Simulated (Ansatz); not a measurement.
## Converging the k-point mesh: a (110) slab of CaSi (cut from a parent of space group no. 63; 8 atoms in the cell)

```xyz
8
Lattice="3.9249 0.0000 0.0000 0.0000 5.8397 0.0000 0.0000 0.0000 21.2562" Properties=species:S:1:pos:R:3 pbc="T T T"
Ca     0.9812     3.6203     7.0000
Ca     2.9437     4.9274    10.0448
Ca     0.9812     1.8261    11.2114
Ca     2.9437     3.1331    14.2562
Si     0.9812     0.6774     8.2341
Si     2.9437     2.0307     8.8107
Si     0.9812     4.7228    12.4456
Si     2.9437     0.2364    13.0221
```

Method: LDA (PW92), default PAW files made with PBE (plane waves; Ansatz, a first-principles code).

Base settings: basis.ecutwfc = 420 eV; kpoints.mp_grid.grid = 8 5 1; hamiltonian.xc = lda; hamiltonian.pseudopotentials = {kind: paw} (the program's default PAW files); scf.occupations.method = fermi_dirac; scf.occupations.width = 0.1 eV.

Only quantities that move along the ladder and can be compared are tabulated.

The count of work is k-points × plane waves × bands × iterations; it is no time. Core times come from one kind of shared machine, to one figure; runs under 30 s give none.

The starting cell comes from a database of computed structures (which also holds hypothetical and non-ambient phases and stackings), without a prior relaxation at this level. The slab is cut from that crystal, and its faces are unrelaxed. Its lattice was rescaled by up to half a per cent. Spin polarisation is off, though cut faces can carry moments; the slab shows no gap.

Steps (kpoints.mp_grid.grid): 2 1 1; 2 2 1; 3 2 1; 4 3 1; 5 3 1; 5 4 1; 6 4 1; 7 5 1; 8 5 1; 8 6 1; 10 7 1; 12 8 1; 13 9 1; 16 11 1; 18 13 1; 22 15 1.

### Question
What is the coarsest kpoints.mp_grid.grid that holds the free energy within 1 meV/atom of the last step, with all finer ones?

### Answer
7 5 1, at 0.12 of the last step's count of work; the step before is off by 3.0 meV/atom.

### Question
What is the coarsest kpoints.mp_grid.grid that holds the forces within 0.005 eV/Å of the last step, with all finer ones?

### Answer
10 7 1, at 0.25 of the last step's count of work; the step before is off by 0.010 eV/Å.

| kpoints.mp_grid.grid | free energy less the last step's (meV/atom) | largest difference of a force vector from the last step's (eV/Å) | count of work / last | core time / last (rough) |
|---|---|---|---|---|
| 2 1 1 | 64.22 | 0.979 | 0.023 | – |
| 2 2 1 | 60.63 | 0.578 | 0.042 | – |
| 3 2 1 | 46.42 | 0.082 | 0.042 | – |
| 4 3 1 | 12.53 | 0.040 | 0.062 | – |
| 5 3 1 | 0.63 | 0.053 | 0.062 | – |
| 5 4 1 | 2.17 | 0.056 | 0.094 | – |
| 6 4 1 | 3.02 | 0.021 | 0.12 | – |
| 7 5 1 | 0.72 | 0.013 | 0.12 | – |
| 8 5 1 | 0.15 | 0.011 | 0.16 | – |
| 8 6 1 | 0.08 | 0.010 | 0.21 | – |
| 10 7 1 | 0.04 | 0.004 | 0.25 | – |
| 12 8 1 | 0.02 | 0.001 | 0.36 | 0.3 |
| 13 9 1 | 0.01 | 0.001 | 0.36 | 0.3 |
| 16 11 1 | 0.00 | 0.000 | 0.56 | 0.5 |
| 18 13 1 | 0.00 | 0.000 | 0.73 | 0.6 |
| 22 15 1 | 0.00 | 0.000 | 1.0 | 1 |

Keys are those of Ansatz 0.2.
